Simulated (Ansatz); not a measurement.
Worked example: self-consistent single point of YSi₂ (P1, 6 atoms in the cell) in Ansatz (a program for electronic structure).

Method: LDA (PW92), default PAW files made with PBE (plane waves; Ansatz).

The change in words: lattice scaled by 0.98; kpoints.mp_grid.grid: 7 7 3 → 12 12 7. Reference geometry:
```xyz
6
Lattice="2.7985 -2.7973 0.0000 2.7985 2.7973 0.0000 -2.6952 0.0000 7.2922" Properties=species:S:1:pos:R:3 pbc="T T T"
Y      0.7771    -0.7024     5.5192
Y      2.1247     0.7024     1.8231
Si     0.7581     2.0936     4.2669
Si     2.1438    -2.0936     3.0253
Si     0.7962     2.0936     6.6714
Si     2.1057    -2.0936     0.6208
```

Reference input (self-consistent single point, DFT, LDA (PW92), plane waves, default PAW files made with PBE): basis.ecutwfc = 30.9 Ry; kpoints.mp_grid.grid = 7 7 3; hamiltonian.xc = lda; hamiltonian.pseudopotentials = {kind: paw} (the program's default PAW files); scf.occupations.method = gaussian; scf.occupations.width = 0.0073 Ry. This run's input differs from it in these lines:

Ansatz 0.2 input:
```diff
@@ -3,12 +3,12 @@
   lattice:
-    - [2.79853400, -2.79733300, 0.00000000]
-    - [2.79853400, 2.79733300, 0.00000000]
-    - [-2.69519100, 0.00000000, 7.29222600]
+    - [2.74256300, -2.74138600, 0.00000000]
+    - [2.74256300, 2.74138600, 0.00000000]
+    - [-2.64128700, 0.00000000, 7.14638100]
   atoms:
-    - { symbol: Y, position_ang: [0.77714134, -0.70235437, 5.51917229] }
-    - { symbol: Y, position_ang: [2.12473625, 0.70235437, 1.82305650] }
-    - { symbol: Si, position_ang: [0.75805966, 2.09357996, 4.26690020] }
-    - { symbol: Si, position_ang: [2.14381734, -2.09357996, 3.02532580] }
-    - { symbol: Si, position_ang: [0.79622184, 2.09357996, 6.67143880] }
-    - { symbol: Si, position_ang: [2.10565516, -2.09357996, 0.62078720] }
+    - { symbol: Y, position_ang: [0.76159833, -0.68830720, 5.40878848] }
+    - { symbol: Y, position_ang: [2.08224125, 0.68830720, 1.78659525] }
+    - { symbol: Si, position_ang: [0.74289830, 2.05170811, 4.18156191] }
+    - { symbol: Si, position_ang: [2.10094070, -2.05170811, 2.96481909] }
+    - { symbol: Si, position_ang: [0.78029720, 2.05170811, 6.53800959] }
+    - { symbol: Si, position_ang: [2.06354180, -2.05170811, 0.60837141] }
 basis:
@@ -16,3 +16,3 @@
 kpoints:
-  mp_grid: { grid: [7, 7, 3] }
+  mp_grid: { grid: [12, 12, 7] }
 hamiltonian:
```

Output, abridged:

```
SCF iter   1: F=—  HF=-9929.532531 eV  |F-HF|=—  |Δ(HF+E_count)|=         —  Δρ=4.91e-3  dr2=1.61e-2  ethr=1.77e-3  ⟨swp⟩=6.3  Hψ=66526  notcnv=0
all-band conjugate gradients solve this SCF's bands
preconditioner: auto → Kerker (q_TF=auto, 2.294 Å⁻¹)
SCF iter   2: F=—  HF=-9929.528348 eV  |F-HF|=—  |Δ(HF+E_count)|=   4.18e-3  Δρ=2.81e-3  dr2=5.69e-3  ethr=4.24e-5  ⟨swp⟩=1.1  Hψ=17266  notcnv=0  defer=2
   [... lines left out ...]
SCF iter   4: F=—  HF=-9929.526567 eV  |F-HF|=—  |Δ(HF+E_count)|=   2.66e-5  Δρ=3.12e-5  dr2=8.66e-7  ethr=2.36e-7  ⟨swp⟩=2.9  Hψ=18014  notcnv=0  defer=2
iter 5 did not close the SCF: its close was put off for the readings that it lacked (scf_convergence_deferred on its scf_iter line)
SCF iter   5: F=-9929.526567 eV  HF=-9929.526567 eV  |F-HF|=2.05e-8  |Δ(HF+E_count)|=   6.90e-8  Δρ=8.66e-6  dr2=7.51e-8  ethr=2.28e-9  ⟨swp⟩=2.6  Hψ=21936  notcnv=0  defer=2
SCF iter   6: F=-9929.526567 eV  HF=-9929.526567 eV  |F-HF|=1.51e-9  |Δ(HF+E_count)|=   5.70e-9  Δρ=1.55e-6  dr2=3.84e-9  ethr=1.98e-10  ⟨swp⟩=6.5  Hψ=56181  notcnv=0
SCF 1 converged in 6 iterations: F = -9929.526567 eV  dr2 = 3.84e-9
Free energy (F): -9929.526567 eV
Internal energy: -9929.516063 eV  (E = F + TS)
E sigma→0 (E₀):  -9929.521315 eV
Entropy (-TS):   -0.010504 eV (-1.751 meV/atom)
Fermi energy:    11.608825 eV
--- Forces (eV/Å), atoms counted from 1 ---
  atom   1  Y      0.02276409     0.03812327    -0.21209692
  atom   2  Y     -0.00297654    -0.03753486     0.02798276
  atom   3  Si    -0.01172167    -0.01605142     0.18723412
  atom   4  Si     0.00210062     0.01683602    -0.10132565
  atom   5  Si     0.00010388    -0.01237883    -0.11135595
  atom   6  Si    -0.01027056     0.01100584     0.20956111
--- Stress (GPa, compression-positive) ---
        2.229644      -0.012553      -0.446667
       -0.012553       2.204943      -0.003033
       -0.446667      -0.003033       1.779678
  P = ⅓ Tr σ = 2.0714 GPa (20.714 kbar)
  The stress holds the Pulay correction. Without it, at fixed plane waves, as pw.x and ABINIT print it: P = 2.0382 GPa
```

The run converged in 6 iterations. Against the reference run the free energy drops by 5.5 meV/atom, the pressure goes from -3.58 to 2.07 GPa and the largest force goes from 0.208 to 0.217 eV/Å. The full log also holds: “iter 5 did not close the SCF: its close was put off for the readings that it lacked (scf_convergence_deferred on its scf_iter line)”.

The starting cell comes from a database of computed structures (which also holds hypothetical and non-ambient phases and stackings), without a prior relaxation at this level. Its lattice was rescaled by up to half a per cent. One atom was moved a little off its site on purpose. For this run, on top of that: lattice scaled by 0.98. Ansatz's pressure includes its estimate of the finite-basis (Pulay) stress.

Cost on one core of a shared machine: roughly 2 min.
